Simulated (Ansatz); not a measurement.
# B on the Si site (B_Si) in an ordered model of ordered Si6Ge2 alloy

These are PBE, PAW (plane waves to 420 eV; Ansatz, a program for electronic structure) values and carry that method's errors. Cell: 64 sites, 2×2×2; final energies on a 2×2×2 shifted mesh. Site at the start: the Si(1,4-fold) site. Charged cells carry a point-charge image correction with potential alignment at far atoms. Dielectric constants: PBE linear response of the host. Host gap at this level: 0.38 eV. Finite-size and sampling errors can reach tenths of an eV here. The semilocal functional narrows the gap, so deep levels can fall outside it. Spin–orbit coupling is left out. Each state is the lowest found from its start.

| charge | moment (μB) | largest move off a lattice site (Å) | image correction with alignment (eV) |
|---|---|---|---|
| +2* | quenched | 0.28 | – |
| +1* | not spin-polarised | 0.28 | – |
| 0* | quenched | 0.28 | – |
| −1 | not spin-polarised | 0.27 | 0.20 |

* At this level the carrier isn't localised at the defect: at charge +2 holes occupy the valence band; at charge +1 holes occupy the valence band; at charge 0 holes occupy the valence band. Such a state is shallow or no state of the defect, and this cell gives it no level.

Starting moments that weren't kept: charge +2 began with 1 μB and ended with 0.0; charge 0 began with 1 μB and ended with 0.0.

Flagged in the runs: a host whose relaxation on this sampling wasn't shown to rest.

All states together cost around 3 core-hours (rough).
